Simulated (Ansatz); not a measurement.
Output of an Ansatz run (abridged):

```
WARN ansatz: RAYON_NUM_THREADS=1 ignored (pool sized by the plan → 1); use --threads N
basis.fft_grid_basis auto: the FFT boxes are laid along the combinations [[1, 0, 1], [0, 1, 1], [0, 0, 1]] of the cell's own vectors, 4.094, 4.094 and 6.236 Å …
Pseudopotentials: kind: paw
Pseudopotential: Sr, paw, valence charge 10
Pseudopotential: Ni, paw, valence charge 18
Pseudopotential: As, paw, valence charge 15
Crystal: 5 atoms, lattice volume = 92.554 Å³
Basis set: ecut = 420 eV, 1807 PW (Γ), FFT grids on a1+a3, a2+a3, a3
Bands: 46, of which v1, the nominal top of the filled ones, is band 38 counted from 1 (37 counted from 0)
Symmetry: 16 space group operations
Space group: I4/mmm (ITA 139), of the structure as read, at distance tolerance 4.5e-5 Å
k-points: 75 of 729
PAW frozen core: Sr, regenerated for the run's functional, and the local potential with it
PAW frozen core: Ni, regenerated for the run's functional, and the local potential with it
PAW frozen core: As, regenerated for the run's functional, and the local potential with it
Initial density: superposition of atomic densities (neutral atoms: chi_scale 0, normalization atom), corrected by the library's trained network
Initial wavefunctions: pseudopotential atomic-orbital guess
Eigensolver: davidson
Functional: x = slater, c = lda
SCF iter   1: F=—  HF=-24541.978900 eV  |F-HF|=—  |Δ(HF+E_count)|=         —  Δρ=1.09e-2  dr2=5.22e-2  ethr=1.77e-3  ⟨swp⟩=7.3  Hψ=14412  notcnv=0  defer=36
all-band conjugate gradients solve this SCF's bands
preconditioner: auto → Kerker (q_TF=auto, 2.640 Å⁻¹)
SCF iter   2: F=—  HF=-24541.973244 eV  |F-HF|=—  |Δ(HF+E_count)|=   5.66e-3  Δρ=4.46e-3  dr2=8.82e-3  ethr=6.86e-5  ⟨swp⟩=2.0  Hψ=5507  notcnv=0  defer=43
SCF iter   3: F=—  HF=-24541.971939 eV  |F-HF|=—  |Δ(HF+E_count)|=   1.30e-3  Δρ=8.51e-4  dr2=8.78e-4  ethr=1.16e-5  ⟨swp⟩=2.1  Hψ=4480  notcnv=0  defer=43
SCF iter   4: F=—  HF=-24541.971771 eV  |F-HF|=—  |Δ(HF+E_count)|=   1.67e-4  Δρ=3.94e-4  dr2=1.82e-4  ethr=1.15e-6  ⟨swp⟩=2.0  Hψ=4900  notcnv=0  defer=43
SCF iter   5: F=—  HF=-24541.971729 eV  |F-HF|=—  |Δ(HF+E_count)|=   4.22e-5  Δρ=2.25e-4  dr2=6.31e-5  ethr=2.40e-7  ⟨swp⟩=2.0  Hψ=4750  notcnv=0  defer=43
SCF iter   6: F=—  HF=-24541.971725 eV  |F-HF|=—  |Δ(HF+E_count)|=   3.68e-6  Δρ=6.08e-5  dr2=7.18e-6  ethr=8.31e-8  ⟨swp⟩=1.2  Hψ=3376  notcnv=0  defer=43
SCF iter   7: F=—  HF=-24541.971724 eV  |F-HF|=—  |Δ(HF+E_count)|=   1.10e-6  Δρ=2.08e-5  dr2=1.06e-6  ethr=9.45e-9  ⟨swp⟩=2.4  Hψ=5414  notcnv=0  defer=43
SCF iter   8: F=—  HF=-24541.971724 eV  |F-HF|=—  |Δ(HF+E_count)|=   2.42e-7  Δρ=7.06e-6  dr2=1.12e-7  ethr=1.39e-9  ⟨swp⟩=2.0  Hψ=5278  notcnv=0  defer=43
SCF iter   9: F=-24541.971724 eV  HF=-24541.971724 eV  |F-HF|=3.79e-8  |Δ(HF+E_count)|=   1.68e-8  Δρ=4.84e-6  dr2=4.26e-8  ethr=1.32e-10  ⟨swp⟩=8.9  Hψ=14300  notcnv=0
SCF 1 converged in 9 iterations: F = -24541.971724 eV  dr2 = 4.26e-8
SCF converged after 9 iterations
Free energy (F): -24541.971724 eV
Harris-Foulkes:  -24541.971724 eV  (|F-HF|=3.79e-8)
Internal energy: -24541.861546 eV  (E = F + TS)
E sigma→0 (E₀):  -24541.916635 eV
Entropy (-TS):   -0.110178 eV (-22.036 meV/atom)
Fermi energy:    12.193212 eV
--- Per-component energies (eV) ---
  E_band       = -1247.419418
  E_kinetic    = 1024.856171
  E_local      = -14402.772453  (includes V_loc(G=0)·N_el)
  E_nonlocal   = 163.073405
  E_hartree    = 6584.017536
  E_xc         = -499.561937
  E_vxc        = -541.225463  (∫ρ·V_xc dr)
  E_paw        = -9240.949085  (= ΣΔE_a)
  E_vpaw       = -659.362703  (= ΣTr[D̂ρ^β])
  E_aug_tail   = 0.000835  (compensation charges beyond the density's cutoff)
  E_ewald      = -8175.838855
  E_core_change = 5.312836  (= ΣΔE_core)
  E_smearing   = -0.110178  (= −TS)
  E_closure    = 0.000000  (closes the sum)
  Σ components = -24541.971724   (vs F -24541.971724, Δ=0.00e0)
--- Forces (eV/Å), atoms counted from 1 ---
  atom   1  Sr     0.00000000     0.00000000     0.00000000
  atom   2  Ni     0.00000000    -0.00000000     0.00000000
  atom   3  Ni     0.00000000    -0.00000000     0.00000000
  atom   4  As     0.00000000     0.00000000     0.23489131
  atom   5  As    -0.00000000     0.00000000    -0.23489131
  max |Σ_I F_I| component: 5.55e-17 eV/Å
--- Stress (GPa, compression-positive) ---
       -6.620112       0.000000       0.000000
        0.000000      -6.620112      -0.000000
        0.000000       0.000000      -6.452676
  P = ⅓ Tr σ = -6.5643 GPa (-65.643 kbar)
  The stress holds the Pulay correction. Without it, at fixed plane waves, as pw.x and ABINIT print it: P = -6.6033 GPa
--- Band table (eV; the first three rows and the last of 75) ---
  k-point 0: bands = ["-90.1851", "-90.1822", "-51.0557", "-51.0557", "-51.0354", "-51.0354", "-51.0041", "-51.0002", "-23.5626", "-23.5575", "-23.5575", "-23.5571", "-23.5571", "-23.5552", "-23.5251", "-23.5239", "-23.5130", "-23.5106", "-22.9948", [...]
  k-point 1: bands = ["-90.1849", "-90.1824", "-51.0559", "-51.0531", "-51.0381", "-51.0352", "-51.0038", "-51.0004", "-23.5626", "-23.5581", "-23.5575", "-23.5573", "-23.5570", "-23.5551", "-23.5248", "-23.5238", "-23.5130", "-23.5108", "-22.9922", [...]
  k-point 2: bands = ["-90.1845", "-90.1828", "-51.0566", "-51.0466", "-51.0448", "-51.0347", "-51.0032", "-51.0009", "-23.5626", "-23.5594", "-23.5578", "-23.5577", "-23.5566", "-23.5549", "-23.5241", "-23.5235", "-23.5130", "-23.5112", "-22.9857", [...]
  k-point 74: bands = ["-90.1850", "-90.1823", "-51.0551", "-51.0551", "-51.0361", "-51.0360", "-51.0039", "-51.0003", "-23.5634", "-23.5596", "-23.5593", "-23.5553", "-23.5552", "-23.5543", "-23.5252", "-23.5236", "-23.5128", "-23.5109", [...]
```

The structure:

```
CELL_PARAMETERS angstrom
     -2.04681     2.04681     5.52308
      2.04681    -2.04681     5.52308
      2.04681     2.04681    -5.52308
ATOMIC_POSITIONS crystal
  Sr 0.00000 0.00000 0.00000
  Ni 0.75000 0.25000 0.50000
  Ni 0.25000 0.75000 0.50000
  As 0.64527 0.64527 0.00000
  As 0.35473 0.35473 0.00000
```

Question: What input produced this log?

Answer: Other spellings and defaults could give the same log, and not every line can be read from it. The input that was run (DFT, LDA (PW92), plane waves, default PAW files made with PBE):

Ansatz 0.2 input:
```yaml
crystal:
  lattice:
    - [-2.046813, 2.046813, 5.523078]
    - [2.046813, -2.046813, 5.523078]
    - [2.046813, 2.046813, -5.523078]
  atoms:
    - { symbol: Sr, position_ang: [0.000000, 0.000000, 0.000000] }
    - { symbol: Ni, position_ang: [0.000000, 2.046813, 2.761539] }
    - { symbol: Ni, position_ang: [2.046813, 0.000000, 2.761539] }
    - { symbol: As, position_ang: [0.000000, -0.000000, 7.127753] }
    - { symbol: As, position_ang: [-0.000000, 0.000000, 3.918403] }
basis:
  ecutwfc: 420.0
kpoints:
  mp_grid: { grid: [9, 9, 9] }
hamiltonian:
  xc: lda
  pseudopotentials: { kind: paw }
scf:
  occupations: { method: fermi_dirac, width: 0.1 }
output:
  forces: true
  eigenvalues: true
  stress: true
```

The starting cell comes from a database of computed structures (which also holds hypothetical and non-ambient phases and stackings), without a prior relaxation at this level. Its lattice was rescaled by up to half a per cent. Spin polarisation is off, so a magnetic state, if there is one, cannot be reached. With a pressure of about -7 GPa the cell is away from its equilibrium volume at this level. Ansatz's pressure includes its estimate of the finite-basis (Pulay) stress.

Ansatz is a program for electronic structure.
